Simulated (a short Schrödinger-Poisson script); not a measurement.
Stack: symmetric double-gate stack, SiO2 on p-type InP, at 400 K.

| layer | material | thickness (nm) | Na (cm⁻³) |
|---|---|---|---|
| 1 | SiO2 | 1.7 | - |
| 2 | InP | 5 | 3e16 |
| 3 | SiO2 | 1.7 | - |

Constants are typed, rounded textbook-type inputs, not results; the design itself was drawn at random and stands for no fabricated device. SiO2: permittivity 3.9, conduction-band edge (eV) 3.48, gap (eV) 9, electron mass (mₑ) 0.5. InP: permittivity 12.5, conduction-band edge (eV) 0, gap (eV) 1.344, Nv at 300 K (cm⁻³) 1.1e19.

Channel valleys (confinement mass, in-plane density-of-states mass, number): Γ 0.08, 0.08, 1. At the gates, both at one voltage, the conduction-band edge of layer 1 lies 3.81 eV − eVg above the Fermi level of the channel. Gaps are held at their typed values at every temperature. Mesh 0.03 nm at interfaces.

From a short Schrödinger-Poisson script (our own, NumPy): 1D Poisson equation in equilibrium, electrons quantum, Hartree (BenDaniel-Duke, 12 states a valley, the channel's in-plane mass for all, wave functions ending at the dielectric), parabolic valleys, classical holes, full ionisation, no traps, pinning or gate leakage.

The same stack at other levels of the model or other numerical settings:

| run | sheet density of all electrons at Vg = 1.05 V (cm⁻²) | sheet density of all electrons at Vg = 0.45 V (cm⁻²) | capacitance of both gates at Vg = 1.05 V (μF/cm²) | gate voltage at 1e11 electrons/cm² (V) | rough cost against the base |
|---|---|---|---|---|---|
| base | 6.65e12 | 1.24e11 | 2.00 | 0.44 | about 1 |
| electrons treated as classical, Boltzmann | 1.39e13 | 1.63e12 | 3.64 | 0.29 | 0.1 |
| electrons treated as classical, Fermi-Dirac | 9.02e12 | … | 2.33 | 0.29 | 0.3 |
| electrons treated as quantum, Hartree plus LDA exchange-correlation | 7.05e12 | … | … | 0.43 | 2 |
| mesh six times as coarse | 6.65e12 | 1.25e11 | 2.00 | 0.44 | 0.4 |
| one subband a valley | 6.65e12 | 1.24e11 | 2.00 | 0.44 | 0.6 |

Some entries are withheld; supply them.


- electrons treated as classical, Fermi-Dirac, sheet density of all electrons at Vg = 0.45 V (cm⁻²): 1.17e12
- electrons treated as quantum, Hartree plus LDA exchange-correlation, sheet density of all electrons at Vg = 0.45 V (cm⁻²): 1.55e11
- electrons treated as quantum, Hartree plus LDA exchange-correlation, capacitance of both gates at Vg = 1.05 V (μF/cm²): 2.04

The classical rows ignore confinement, and Boltzmann statistics overrate the density once the band edge passes the Fermi level.

Above a few 1e12 electrons/cm² a light Γ valley is non-parabolic and upper valleys begin to fill, which the model leaves out.
